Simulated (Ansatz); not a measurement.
# TaN, pressure series

Start from TaN in the rock salt structure (space group Fm-3m, No. 225; a = 4.4161 Å).

Cell and atoms are relaxed at each pressure.

The values are results of PBE/PAW in Ansatz (an electronic-structure program), no spin-orbit coupling, earlier PAW set, not measurements.

Notes on the quantities. enthalpy: H = E + PV relative to the base's energy.

```tsv
variant	enthalpy	density
base	–	15.04 g/cm³
pressure −2 GPa	-0.13 eV/atom	14.94 g/cm³
pressure −1 GPa	-0.07 eV/atom	14.99 g/cm³
pressure 1.8 GPa	+0.12 eV/atom	15.12 g/cm³
pressure 4.2 GPa	+0.28 eV/atom	15.22 g/cm³
pressure 9 GPa	+0.60 eV/atom	15.43 g/cm³
pressure 18 GPa	+1.18 eV/atom	15.79 g/cm³
pressure 30 GPa	+1.94 eV/atom	16.23 g/cm³
pressure 45 GPa	+2.86 eV/atom	16.74 g/cm³
pressure 60 GPa	+3.75 eV/atom	17.21 g/cm³
```

Load acts through the strain it causes; cell and atoms are relaxed under it. Whether these cells are dynamically stable was not tested. Competing high-pressure phases were not computed. All final runs are without spin polarisation. This is not the structure that TaN has at room temperature and ambient pressure.
